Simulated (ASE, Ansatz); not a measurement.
A thermal frame of composition Li9Si7, cell Li36Si28, first heated far above this temperature, then brought to it, at a temperature that wasn't checked against the liquidus, so perhaps supercooled [in the CHGNet run: it was liquid; mean temperature 961 K (target 970 K); density 1.46 g/cm³, volume +8 % from the start cell's], from MD with the machine-learned potential CHGNet 0.3.0 in ASE at 970 K. All values below come from PBE (plane waves, PAW; Ansatz, a quantum-chemistry and plane-wave program).

```yaml
plane_wave_cutoff: 420 eV
k-points: one point, (1/4, 1/4, 1/4)
Fermi-Dirac width: 0.086 eV
spin: not polarised; no spin-orbit coupling
```

A check of the k-sampling: on the last frame of the same run a denser mesh moved the PBE forces by 0.045 eV/Å rms, the static pressure by 0.00 GPa and the free energy by 3 meV/atom. CHGNet's forces on these frames are only 0.79 times the DFT ones, so the atoms are displaced more than DFT's own dynamics would at this temperature.

```
CELL_PARAMETERS angstrom
     10.55414     0.00000     0.00000
      0.00000    10.55414     0.00000
      0.00000     0.00000    10.55414
ATOMIC_POSITIONS crystal
  Li 0.57332 0.64376 0.55707
  Li 0.25143 0.11464 0.50852
  Li 0.07002 0.07705 0.36889
  Li 0.32920 0.94382 0.31645
  Li 0.80251 0.12707 0.48035
  Li 0.21207 0.88600 0.79428
  Li 0.45437 0.47573 0.70738
  Li 0.02438 0.04514 0.63077
  Li 0.71953 0.27821 0.98206
  Li 0.51976 0.33811 0.48269
  Li 0.42460 0.37128 0.16314
  Li 0.34318 0.19146 0.75653
  Li 0.11703 0.51129 0.02787
  Li 0.78286 0.49187 0.81709
  Li 0.21467 0.22517 0.14468
  Li 0.42586 0.92643 0.60583
  Li 0.04758 0.47483 0.54236
  Li 0.05168 0.77592 0.40088
  Li 0.80058 0.73654 0.15957
  Li 0.99080 0.09790 0.02033
  Li 0.31257 0.66141 0.66945
  Li 0.08517 0.75371 0.99631
  Li 0.33679 0.59599 0.96531
  Li 0.70468 0.94185 0.68134
  Li 0.62937 0.99270 0.35378
  Li 0.98184 0.31744 0.80760
  Li 0.47891 0.59896 0.24355
  Li 0.59778 0.84094 0.09898
  Li 0.43617 0.07040 0.10697
  Li 0.03130 0.76589 0.67127
  Li 0.52549 0.36293 0.91498
  Li 0.68555 0.39622 0.28394
  Li 0.76148 0.01036 0.05240
  Li 0.85473 0.71391 0.89329
  Li 0.18862 0.54963 0.30594
  Li 0.59783 0.04658 0.85623
  Si 0.20868 0.89454 0.54049
  Si 0.31361 0.73224 0.41088
  Si 0.44528 0.85011 0.92447
  Si 0.19877 0.93832 0.14681
  Si 0.64591 0.80775 0.89591
  Si 0.15814 0.33188 0.35183
  Si 0.37791 0.80275 0.14210
  Si 0.79299 0.61202 0.41130
  Si 0.21548 0.06501 0.96923
  Si 0.00234 0.33275 0.20768
  Si 0.84647 0.98656 0.27088
  Si 0.53310 0.11254 0.54689
  Si 0.22719 0.46108 0.78739
  Si 0.79058 0.84472 0.41204
  Si 0.65841 0.51907 0.04512
  Si 0.82592 0.10457 0.79481
  Si 0.97033 0.58808 0.27118
  Si 0.47358 0.17885 0.32686
  Si 0.64593 0.14391 0.16688
  Si 0.63860 0.25937 0.67103
  Si 0.87710 0.51481 0.06369
  Si 0.29687 0.44970 0.47324
  Si 0.27758 0.30012 0.96273
  Si 0.18312 0.32234 0.62687
  Si 0.01513 0.56261 0.83439
  Si 0.71484 0.44459 0.53654
  Si 0.56637 0.61545 0.85890
  Si 0.98367 0.25675 0.54571
```

### Question
Give the forces on atoms 13, 14, 16, 22, 24, 25, 27, 31, 34, 50, 52, 53, 54, 58, 60, 61 (eV/Å), the static pressure (no kinetic part).

### Answer

```
atom              Fx Fy Fz
----  --------------------
Li13    0.351 -1.092 0.780
Li14  -0.374 -0.343 -0.599
Li16    0.063 -0.671 0.287
Li22     0.183 0.335 0.412
Li24   0.109 -0.475 -0.767
Li25  -0.933 -0.180 -0.007
Li27     0.205 0.533 0.228
Li31   -0.496 0.002 -0.208
Li34    -0.222 0.354 0.010
Si50    0.225 -1.307 1.554
Si52    0.148 1.076 -0.156
Si53  -0.495 -0.914 -0.811
Si54   0.351 -0.366 -0.184
Si58     0.813 0.556 0.776
Si60   0.359 -0.896 -0.558
Si61    0.354 0.573 -0.256
```
- static pressure (no kinetic part) = 0.43 GPa
